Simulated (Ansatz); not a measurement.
## What C → Pb does to SiC

The reference is SiC (space group P6_3mc, No. 186; a = 3.0941 Å, c = 10.1292 Å).

One thing is altered: every C is replaced by Pb, then cell and atoms are relaxed.

The values are results of Ansatz (a first-principles code) PBE, without spin-orbit coupling, earlier PAW set, not measurements. Settings: 12×12×4 k-points, 0.05 eV Fermi–Dirac smearing.

```json
[
 {"quantity": "volume per atom", "base": "10.50 Å³", "changed": "30.94 Å³", "shift": "+20.44 Å³"},
 {"quantity": "density", "base": "3.17 g/cm³", "changed": "6.31 g/cm³", "shift": "+3.14 g/cm³"},
 {"quantity": "lattice parameter a", "base": "3.094 Å", "changed": "4.435 Å", "shift": "+1.341 Å"},
 {"quantity": "c/a ratio", "base": "3.274", "changed": "3.277", "shift": "+0.003"},
 {"quantity": "space group", "base": "P6_3mc (No. 186)", "changed": "P6_3mc (No. 186)", "shift": "–"},
 {"quantity": "band gap", "base": "2.22 eV", "changed": "zero", "shift": "–"}
]
```

Final structure:

```yaml
crystal:
  lattice:
    - [4.43466, 0.00000, 0.00000]
    - [-2.21733, 3.84053, 0.00000]
    - [0.00000, 0.00000, 14.53241]
  atoms:
    - { symbol: Si, position: [0.00000, 0.00000, 0.00040] }
    - { symbol: Si, position: [0.00000, 0.00000, 0.50040] }
    - { symbol: Si, position: [0.33333, 0.66667, 0.24931] }
    - { symbol: Si, position: [0.66667, 0.33333, 0.74931] }
    - { symbol: Pb, position: [0.00000, 0.00000, 0.18681] }
    - { symbol: Pb, position: [0.00000, 0.00000, 0.68681] }
    - { symbol: Pb, position: [0.33333, 0.66667, 0.43785] }
    - { symbol: Pb, position: [0.66667, 0.33333, 0.93785] }
```

Spin-orbit coupling, missing from the scalar runs, can matter with Pb. Stability against distortions was not tested. As relaxed here, PbSi is a hypothetical phase, not in the database extracts checked. All final runs are without spin polarisation. A zero or small gap of PbSi can be the functional's error rather than a property of the material.
